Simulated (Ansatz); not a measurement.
Defect migration in zinc-blende GaP: interstitial H, charge state -1. The step: several atoms move together, H the farthest; the atom moves 2.04 Å along (0.25, 0.20, 0.18) of the unit cell; the moving atom starts with neighbours Ga at 1.74 Å and ends with P at 1.58 Å. DFT values are from Ansatz (plane-wave PAW, 420 eV unless said) in a cell of 64 host sites, spin-restricted, static, with no finite-size correction. The charge state is imposed; whether it is stable for some Fermi level was not computed. Sites that were not tried may lie lower. For the PBE band: the saddle point's order was not checked, and it lies on a symmetry element of the cell, where a band can be held.

```tsv
Level	Forward barrier (eV)	Cost of the band or of the saddle's single point
PBE, one k-point at (0.250, 0.250, 0.250), band relaxed	0.56	about 50 core-minutes (a rough figure)
PBE, a 2×2×2 k-point mesh shifted by half a step, same geometries	0.84	around 6 core-minutes (rough)
r2SCAN at 500 eV, one k-point at (0.250, 0.250, 0.250), same geometries	0.70	around 3 core-minutes (rough)
```

Ansatz is an electronic-structure program.
